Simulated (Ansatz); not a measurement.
We consider Os₂B₂Si (model structure, started from the Fe2AlB2 type, Cmmm, No. 65, 5 atoms in the cell), described by LDA in Ansatz (PAW).

The input as run:

Ansatz 0.2 input:
```yaml
crystal:
  lattice:
    - [1.4436632298, -6.5143764255, 0.0]
    - [1.4436632298, 6.5143764255, 0.0]
    - [0.0, 0.0, 2.7909161187]
  atoms:
    - { symbol: Si, position: [0.0, 0.0, 0.0] }
    - { symbol: Os, position: [0.3670635785, 0.6329364215, 0.5] }
    - { symbol: Os, position: [0.6329364215, 0.3670635785, 0.5] }
    - { symbol: B, position: [0.2122453869, 0.7877546131, 0.0] }
    - { symbol: B, position: [0.7877546131, 0.2122453869, 0.0] }
basis:
  ecutwfc: 520
  ecutrho_ratio: 4
  xc_grid: 2
kpoints:
  mp_grid: { grid: [20, 20, 18] }
hamiltonian:
  xc: lda
  dispersion: none
  pseudopotentials: { kind: paw }
scf:
  occupations: { method: fermi_dirac, width: 0.05 }
output:
  forces: true
  stress: true
  eigenvalues: true
relax:
  f_tol: 0.004
  escape_saddle: false
  max_steps: 80
  cell: { stress_tol: 0.02, fix: [volume] }
```

From the output:

```
Relaxation: its limit of steps is 80 (relax.max_steps)
Crystal: 5 atoms, lattice volume = 52.495 Å³
Basis set: ecut = 520 eV, 1427 PW (Γ), FFT grids on a1+a2, a2, a3, exchange–correlation on 48×100×48 points (8 copies of the dense FFT grid, shifted against one another)
Bands: 26, of which v1, the nominal top of the filled ones, is band 21 counted from 1 (20 counted from 0)
Symmetry: 8 space group operations
Space group: Cmmm (ITA 65), of the structure as read, at distance tolerance 3.7e-5 Å
k-points: 1110 of 7200
Functional: x = slater, c = lda
SCF iter   1: F=—  HF=-23144.457342 eV  |F-HF|=—  |Δ(HF+E_count)|=         —  Δρ=1.01e-2  dr2=4.24e-2
SCF iter   2: F=—  HF=-23144.450037 eV  |F-HF|=—  |Δ(HF+E_count)|=   7.31e-3  Δρ=5.68e-3  dr2=1.60e-2
  ...
SCF 1 converged in 6 iterations: F = -23144.445890 eV  dr2 = 8.00e-9
Crystal: 5 atoms, lattice volume = 52.495 Å³
Initial density: handed on by an earlier stage of this run
SCF 2 converged in 6 iterations: F = -23144.447223 eV  dr2 = 7.54e-10
  ...
Basis set: ecut = 520 eV, 1435 PW (Γ), FFT grids on a1+a2, a2, a3, exchange–correlation on 48×100×48 points (8 copies of the dense FFT grid, shifted against one another)
SCF 3 converged in 6 iterations: F = -23144.447523 eV  dr2 = 4.13e-11
Crystal: 5 atoms, lattice volume = 52.495 Å³
SCF 4 converged in 6 iterations: F = -23144.447553 eV  dr2 = 7.87e-12
Crystal: 5 atoms, lattice volume = 52.495 Å³
SCF 5 converged in 6 iterations: F = -23144.447552 eV  dr2 = 1.05e-11
Crystal: 5 atoms, lattice volume = 52.495 Å³
SCF 6 converged in 6 iterations: F = -23144.447570 eV  dr2 = 5.79e-12
Crystal: 5 atoms, lattice volume = 52.495 Å³
SCF iter   7: F=-23144.447569 eV  HF=-23144.447569 eV  |F-HF|=7.28e-12  |Δ(HF+E_count)|=  3.64e-12  Δρ=3.21e-10  dr2=9.16e-17
SCF iter   8: F=-23144.447569 eV  HF=-23144.447569 eV  |F-HF|=7.28e-12  |Δ(HF+E_count)|=    0.00e0  Δρ=1.52e-10  dr2=4.22e-17
SCF 7 converged in 8 iterations: F = -23144.447569 eV  dr2 = 4.22e-17
SCF converged after 8 iterations
Free energy (F): -23144.447569 eV
Internal energy: -23144.433317 eV  (E = F + TS)
E sigma→0 (E₀):  -23144.440443 eV
Fermi energy:    20.030460 eV
--- Forces (eV/Å), atoms counted from 1 ---
  atom   1  Si     0.00000000     0.00000000     0.00000000
  atom   2  Os     0.00000000    -0.00030807     0.00000000
  atom   3  Os     0.00000000     0.00030807    -0.00000000
  atom   4  B      0.00000000     0.00089808    -0.00000000
  atom   5  B      0.00000000    -0.00089808     0.00000000
--- Stress (GPa, compression-positive) ---
       -5.658868      -0.000000       0.000000
       -0.000000      -5.648196      -0.000000
        0.000000      -0.000000      -5.642486
  P = ⅓ Tr σ = -5.6499 GPa (-56.499 kbar)
```

The cell is one volume of an energy–volume scan, off the minimum.

The PAW data were made under PBE.

Note: the run has no spin polarisation, so it can have missed a magnetic state. Note: the relaxation could raise the start's symmetry but not lower it, so the cell can be a saddle point.

A model structure was made by putting elements into a prototype or built by hand; it is no filed structure, need not be a known phase, and can be a saddle point held by its symmetry.

Ansatz is a first-principles code.
